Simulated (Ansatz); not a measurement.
HfSiSe (P4/nmm, No. 129, 6 atoms in the cell; start mp-13962) was calculated with PBEsol (plane waves, PAW; Ansatz, a quantum-chemistry and plane-wave program).

Input file:

Ansatz 0.2 input:
```yaml
crystal:
  lattice:
    - [3.5528005838, 0.0, 0.0]
    - [0.0, 3.5528005838, 0.0]
    - [0.0, 0.0, 8.1951728464]
  atoms:
    - { symbol: Hf, position: [0.0, 0.5, 0.7443474321] }
    - { symbol: Hf, position: [0.5, 0.0, 0.2556525679] }
    - { symbol: Si, position: [0.0, 0.0, 0.0] }
    - { symbol: Si, position: [0.5, 0.5, 0.0] }
    - { symbol: Se, position: [0.5, 0.0, 0.6205797624] }
    - { symbol: Se, position: [0.0, 0.5, 0.3794202376] }
basis:
  ecutwfc: 520
  ecutrho_ratio: 4
  xc_grid: 2
kpoints:
  mp_grid: { grid: [16, 16, 8] }
hamiltonian:
  xc: pbesol
  dispersion: none
  pseudopotentials: { kind: paw }
scf:
  occupations: { method: fermi_dirac, width: 0.05 }
output:
  forces: true
  stress: true
  eigenvalues: true
relax:
  f_tol: 0.004
  escape_saddle: false
  max_steps: 80
  cell: { stress_tol: 0.02, fix: [volume] }
```

From the output:

```
Relaxation: its limit of steps is 80 (relax.max_steps)
Crystal: 6 atoms, lattice volume = 103.443 Å³
Basis set: ecut = 520 eV, 2775 PW (Γ), exchange–correlation on 54×54×128 points (8 copies of the dense FFT grid, shifted against one another)
Bands: 56, of which v1, the nominal top of the filled ones, is band 46 counted from 1 (45 counted from 0)
Symmetry: 16 space group operations
Space group: P4/nmm (ITA 129), of the structure as read, at distance tolerance 4.7e-5 Å
k-points: 225 of 2048
Functional: x = pbesol(κ = 0.804, μ = 0.12345679012345678), c = pbesol(β = 0.046)
SCF iter   1: F=—  HF=-43293.945289 eV  |F-HF|=—  |Δ(HF+E_count)|=         —  Δρ=5.67e-3  dr2=8.81e-2
SCF iter   2: F=—  HF=-43293.935286 eV  |F-HF|=—  |Δ(HF+E_count)|=   1.00e-2  Δρ=3.08e-3  dr2=3.11e-2
  ...
SCF 1 converged in 9 iterations: F = -43293.931029 eV  dr2 = 3.62e-8
Crystal: 6 atoms, lattice volume = 103.443 Å³
Initial density: handed on by an earlier stage of this run
SCF 2 converged in 8 iterations: F = -43293.927237 eV  dr2 = 7.75e-8
Crystal: 6 atoms, lattice volume = 103.443 Å³
SCF 3 converged in 11 iterations: F = -43293.932363 eV  dr2 = 2.62e-12
Crystal: 6 atoms, lattice volume = 103.443 Å³
SCF 4 converged in 7 iterations: F = -43293.932402 eV  dr2 = 4.52e-9
Crystal: 6 atoms, lattice volume = 103.443 Å³
SCF iter   5: F=—  HF=-43293.932403 eV  |F-HF|=—  |Δ(HF+E_count)|=    0.00e0  Δρ=4.73e-7  dr2=1.30e-10
SCF iter   6: F=-43293.932403 eV  HF=-43293.932403 eV  |F-HF|=1.46e-11  |Δ(HF+E_count)|=  1.60e-10  Δρ=2.57e-8  dr2=1.10e-12
SCF 5 converged in 6 iterations: F = -43293.932403 eV  dr2 = 1.10e-12
SCF converged after 6 iterations
Free energy (F): -43293.932403 eV
Internal energy: -43293.924753 eV  (E = F + TS)
E sigma→0 (E₀):  -43293.928578 eV
Fermi energy:    16.502738 eV
--- Forces (eV/Å), atoms counted from 1 ---
  atom   1  Hf    -0.00000000     0.00000000     0.00287789
  atom   2  Hf     0.00000000    -0.00000000    -0.00287789
  atom   3  Si    -0.00000000    -0.00000000    -0.00000000
  atom   4  Si     0.00000000     0.00000000     0.00000000
  atom   5  Se     0.00000000    -0.00000000    -0.00029279
  atom   6  Se    -0.00000000     0.00000000     0.00029279
--- Stress (GPa, compression-positive) ---
        2.618204       0.000000       0.000000
        0.000000       2.618204      -0.000000
        0.000000      -0.000000       2.605124
  P = ⅓ Tr σ = 2.6138 GPa (26.138 kbar)
```

The cell is one volume of an energy–volume scan, off the minimum.

The PAW data were made under PBE.

Note: the relaxation could not lower the start's symmetry, so the cell can be a saddle point above a distorted one.

A start named mp-… is a Materials Project structure, which need not be a measured phase.
